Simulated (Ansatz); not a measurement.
The starting structures come from a database of crystals and need not be the phases stable at ambient conditions.

 Where the default PAW files enter, the runs use the earlier of Ansatz's two default sets.

Data:

```xyz
12
Lattice="4.8259 0.0000 0.0000 0.0000 4.8259 0.0000 0.0000 0.0000 7.6541" Properties=species:S:1:pos:R:3 pbc="T T T"
Te     4.6944     4.6944     0.0000
Te     2.5444     2.2814     5.7406
Te     0.1315     0.1315     3.8271
Te     2.2814     2.5444     1.9135
O      3.5714     4.1527     1.4139
O      3.0861     1.1585     7.1546
O      1.2544     0.6732     5.2410
O      1.7398     3.6674     3.3275
O      1.1585     3.0861     0.4996
O      0.6732     1.2544     2.4131
O      3.6674     1.7398     4.3267
O      4.1527     3.5714     6.2402
```

Space group of this cell: P4_32_12. The cell is taken as given.

The current runs along the normal of the first two printed vectors, the (001) plane. All runs by Ansatz (an electronic-structure program), plane waves and PAW, without spin-orbit coupling; the base is r2SCAN.

```csv
run,mean pressure (GPa),gap (eV),mid-gap κ (1/Å)
base,0.4,3.52,0.385
all lengths scaled by 0.98,10.9,___,___
all lengths scaled by 1.02,-7.4,3.26,0.378
lda in place of r2scan,-2.2,___,___
"lengths across the current scaled by 0.98, ions clamped",6.4,3.64,0.387
"lengths across the current scaled by 1.02, ions clamped",-4.4,3.38,0.382
"lengths along the current scaled by 0.97, ions clamped",6.5,3.68,0.391
"lengths along the current scaled by 1.03, ions clamped",-4.5,3.34,0.378
pbesol in place of r2scan,1.6,___,___
```

Problem. What belongs in the gaps?

Solution. 
- all lengths scaled by 0.98, gap (eV): 3.76
- all lengths scaled by 0.98, mid-gap κ (1/Å): 0.392
- lda in place of r2scan, gap (eV): 3.04
- lda in place of r2scan, mid-gap κ (1/Å): 0.365
- pbesol in place of r2scan, gap (eV): 3.05
- pbesol in place of r2scan, mid-gap κ (1/Å): 0.365
